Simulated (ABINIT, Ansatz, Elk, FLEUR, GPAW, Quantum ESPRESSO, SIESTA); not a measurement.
One structure in several programs: Al₃Cu (P4/mmm, 4 atoms in the cell)

Self-consistent single point, at a second geometry (lattice scaled by 0.98). First geometry:

```xyz
4
Lattice="2.7990 0.0000 0.0000 0.0000 2.7990 0.0000 0.0000 0.0000 7.5690" Properties=species:S:1:pos:R:3 pbc="T T T"
Al     0.0000     0.0000     3.7845
Al     1.3995     1.3995     1.7115
Al     1.3995     1.3995     5.8575
Cu     0.0000     0.0000     0.0000
```

Shared settings, as Ansatz (a quantum-chemistry and plane-wave program) writes them: kpoints.mp_grid.grid = 15 15 6; scf.occupations.method = fermi_dirac; scf.occupations.width = 0.1 eV. Potentials and cutoffs stand in the table.

```json
[
 {"code": "SIESTA", "model": "LDA PW92, numerical atomic orbitals DZP, PseudoDojo LDA standard norm-conserving potentials (rewritten from UPF to PSML)", "ΔF from the first geometry (meV/atom)": "-8.8", "pressure (GPa)": "1.77", "largest force (eV/Å)": "0.158", "cutoff": "grid 300 Ry"},
 {"code": "ABINIT", "model": "LDA (PW92), PAW (JTH v2.0 LDA PAW)", "ΔF from the first geometry (meV/atom)": "-7.0", "pressure (GPa)": "1.89", "largest force (eV/Å)": "0.239", "cutoff": "816 eV"},
 {"code": "Ansatz", "model": "LDA (PW92), PAW files made with PBE", "ΔF from the first geometry (meV/atom)": "-6.5", "pressure (GPa)": "2.09", "largest force (eV/Å)": "0.232", "cutoff": "default"},
 {"code": "Quantum ESPRESSO", "model": "LDA (PZ), PSlibrary ultrasoft (LDA) pseudopotentials", "ΔF from the first geometry (meV/atom)": "-6.3", "pressure (GPa)": "2.06", "largest force (eV/Å)": "0.233", "cutoff": "55 Ry"},
 {"code": "FLEUR", "model": "LDA (Vosko-Wilk-Nusair), all-electron FLAPW (FLEUR), scalar-relativistic valence", "ΔF from the first geometry (meV/atom)": "-6.1", "pressure (GPa)": "–", "largest force (eV/Å)": "0.232", "cutoff": "Kmax 4.4 1/bohr"},
 {"code": "GPAW", "model": "LDA (Perdew-Wang 92), GPAW PAW datasets LDA (gpaw-data 1.0.1)", "ΔF from the first geometry (meV/atom)": "-4.0", "pressure (GPa)": "2.49", "largest force (eV/Å)": "0.207", "cutoff": "850 eV"},
 {"code": "Elk", "model": "LDA (PW92), all-electron FP-LAPW, Elk's shipped species files, APW+lo basis with extra local orbitals", "ΔF from the first geometry (meV/atom)": "-7.0", "pressure (GPa)": "–", "largest force (eV/Å)": "–", "cutoff": "rgkmax 8"}
]
```

A dash marks a value that a program does not give, or that is left out as unsure.

On Ansatz's run: spin polarisation is off.

The spread over the programs that give each value: ΔF from the first geometry within 4.8 meV/atom; pressure within 0.72 GPa; largest force within 0.081 eV/Å.

SIESTA uses small atom-centred bases, whose incompleteness enters pressures, forces and empty levels differently from a plane-wave cutoff. FLEUR and Elk treat all electrons, but the usual bases taken here (sphere radii, linearisation, local orbitals, empty states) were not tested for convergence, so the values are no reference for the others. Ansatz's pressure is given at a fixed set of plane waves, as the other plane-wave codes print theirs; with its correction for the finite basis it is 2.13 GPa. The same LDA comes in different parametrisations, which differ slightly.

The starting cell comes from a database of computed structures (which also holds hypothetical and non-ambient phases and stackings), without a prior relaxation at this level. Its lattice was rescaled by a random factor within 2.5 % of one. For this run, on top of that: lattice scaled by 0.98.

Keys are those of Ansatz 0.2.
